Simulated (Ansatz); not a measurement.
# A computed series for Zr: pressure series

Start from Zr in the hcp (Mg type) structure (space group P6_3/mmc, No. 194; a = 3.232 Å, c = 5.174 Å).

Cell and atoms are relaxed at each pressure.

Level of theory: PBE (Ansatz, a program for electronic structure; PAW; 420 eV plane waves; spin-orbit coupling left out), earlier PAW set.

Candidates:
(a) pressure 60 GPa
(b) pressure 18 GPa
(c) pressure 45 GPa
(d) pressure 9 GPa

Base values:

* **c/a ratio**: 1.601

Task: Order them by c/a ratio, lowest first.

Result: (d) pressure 9 GPa (1.615), (b) pressure 18 GPa (1.635), (c) pressure 45 GPa (1.719), (a) pressure 60 GPa (1.761)

Load acts through the strain it causes; cell and atoms are relaxed under it. Stability against distortions was not tested. The final runs are not spin-polarised. Measured, Zr leaves this structure (for the ω phase) near 3 GPa (temperature not stated; as listed in C. Cazorla, D. Alfè, M. J. Gillan, Physical Review B (2008)).
